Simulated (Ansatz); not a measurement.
PbTe under a change: x(S) = 0.75, 8 atoms, I4/mmm

The reference is PbTe in the rock salt structure (space group Fm-3m, No. 225; a = 6.534 Å).

The other end (x = 1) is PbS in the rock salt structure (space group Fm-3m, No. 225): 26.66 Å³/atom, gap 0.69 eV.

Perturbation: a fraction x = 0.75 of the Te sites is given to S, ordered in a cell of 8 atoms (starting symmetry I4/mmm) and fully relaxed.

Computed with r2SCAN, PAW, 500 eV (Ansatz, a first-principles code; no spin-orbit coupling). k-mesh 8×8×8 (Γ-centred); smearing 0.05 eV (Fermi–Dirac), for the changed cell.

- Volume per atom = 28.90 Å³ (base 34.87 Å³)
- Density = 7.56 g/cm³ (base 7.97 g/cm³)
- Shortest interatomic distance = 2.891 Å (base 3.267 Å)
- Band gap = 0.37 eV (base 1.09 eV)
- Gap character (in this cell's own zone, which can be folded) = direct at X
- Mixing energy = +58 meV/atom
- Deviation of the volume from the linear (Vegard-type) interpolation = +0.7 %
- Bowing parameter b of this ordering, from Eg = [1−x] Eg[0] + x Eg[1] − b x [1−x] = 2.3 eV
- Mean first-shell distances = Te–Pb 3.123 Å (end compound 3.267 Å), S–Pb 3.053 Å (end compound 2.987 Å)

Final structure:

```yaml
crystal:
  lattice:
    - [-3.07647, 3.07647, 6.10703]
    - [3.07647, -3.07647, 6.10703]
    - [3.07647, 3.07647, -6.10703]
  atoms:
    - { symbol: S, position: [0.75000, 0.25000, 0.50000] }
    - { symbol: S, position: [0.25000, 0.75000, 0.50000] }
    - { symbol: S, position: [0.00000, 0.00000, 0.00000] }
    - { symbol: Te, position: [0.50000, 0.50000, 0.00000] }
    - { symbol: Pb, position: [0.50000, 0.00000, 0.50000] }
    - { symbol: Pb, position: [0.00000, 0.50000, 0.50000] }
    - { symbol: Pb, position: [0.76329, 0.76329, 0.00000] }
    - { symbol: Pb, position: [0.23671, 0.23671, 0.00000] }
```

Cost of the whole job for the changed cell (relaxation, final SCF and bands): around 10 core-minutes (rough).

These are small ordered cells, not random alloys; other orderings at the same x differ. Spin-orbit coupling, missing from the scalar runs, can matter with Pb and Te. No phonon test of stability was made. k-point labels follow each cell's own Brillouin zone.
